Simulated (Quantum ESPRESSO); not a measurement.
How a calculation on MgCu2 (Fd-3m, 6 atoms in the cell) responds to its settings

```xyz
6
Lattice="-3.4812 0.0000 3.4812 0.0000 3.4812 3.4812 -3.4812 3.4812 0.0000" Properties=species:S:1:pos:R:3 pbc="T T T"
Mg     0.0000     0.0000     0.0000
Mg    -1.7406     1.7406     1.7406
Cu    -4.3515     2.6109     2.6109
Cu    -4.3515     4.3515     4.3515
Cu    -2.6109     4.3515     2.6109
Cu    -2.6109     2.6109     4.3515
```

Base run A: PBEsol, GBRV 1.5 ultrasoft (PBESOL) pseudopotentials (Quantum ESPRESSO 7.5), self-consistent single point.

Its settings: ecutwfc = 50 Ry; ecutrho = 400 Ry; occupations = smearing; smearing = gauss; degauss = 0.019992 Ry; potentials = {Mg: mg_pbesol_v1.4.uspp.F.UPF, Cu: cu_pbesol_v1.2.uspp.F.UPF}; K_POINTS = automatic 6 6 6 0 0 0; conv_thr = 1e-09 Ry.

The starting cell comes from a database of computed structures (which also holds hypothetical and non-ambient phases and stackings), without a prior relaxation at this level. Spin polarisation is off.

Runs:
- B: pseudopotentials: {Mg: mg_pbesol_v1.4.uspp.F.UPF, Cu: cu_pbesol_v1.2.uspp.F.UPF} → {Mg: mg_pbe_v1.4.uspp.F.UPF, Cu: cu_pbe_v1.2.uspp.F.UPF}; input_dft: default → wc [Wu-Cohen GGA]
- C: pseudopotentials: {Mg: mg_pbesol_v1.4.uspp.F.UPF, Cu: cu_pbesol_v1.2.uspp.F.UPF} → {Mg: mg_pbe_v1.4.uspp.F.UPF, Cu: cu_pbe_v1.2.uspp.F.UPF}; input_dft: default → vdw-df [vdW-DF]
- D: pseudopotentials: {Mg: mg_pbesol_v1.4.uspp.F.UPF, Cu: cu_pbesol_v1.2.uspp.F.UPF} → {Mg: mg_pbe_v1.4.uspp.F.UPF, Cu: cu_pbe_v1.2.uspp.F.UPF}; input_dft: default → vdw-df2 [vdW-DF2]
- E: pseudopotentials: {Mg: mg_pbesol_v1.4.uspp.F.UPF, Cu: cu_pbesol_v1.2.uspp.F.UPF} → {Mg: mg_pbe_v1.4.uspp.F.UPF, Cu: cu_pbe_v1.2.uspp.F.UPF}; input_dft: default → vdw-df-cx [vdW-DF-cx]
- F: pseudopotentials: {Mg: mg_pbesol_v1.4.uspp.F.UPF, Cu: cu_pbesol_v1.2.uspp.F.UPF} → {Mg: mg_pbe_v1.4.uspp.F.UPF, Cu: cu_pbe_v1.2.uspp.F.UPF}; input_dft: default → vdw-df-obk8 [optB88-vdW]
- G: pseudopotentials: {Mg: mg_pbesol_v1.4.uspp.F.UPF, Cu: cu_pbesol_v1.2.uspp.F.UPF} → {Mg: mg_pbe_v1.4.uspp.F.UPF, Cu: cu_pbe_v1.2.uspp.F.UPF}; input_dft: default → vdw-df-ob86 [optB86b-vdW]
- H: pseudopotentials: {Mg: mg_pbesol_v1.4.uspp.F.UPF, Cu: cu_pbesol_v1.2.uspp.F.UPF} → {Mg: mg_pbe_v1.4.uspp.F.UPF, Cu: cu_pbe_v1.2.uspp.F.UPF}; input_dft: default → vdw-df2-b86r [rev-vdW-DF2]

```csv
run,pressure (GPa)
A,-1.56
B,-1.25
C,6.57
D,9.20
E,-1.25
F,1.34
G,-0.19
H,0.34
```

Run D against A: The pressure goes from -1.56 to 9.20 GPa.

Run E against A: The pressure goes from -1.56 to -1.25 GPa.

Run B against A: The pressure goes from -1.56 to -1.25 GPa.

Left out of this page: 2 runs of the series held back from this collection.
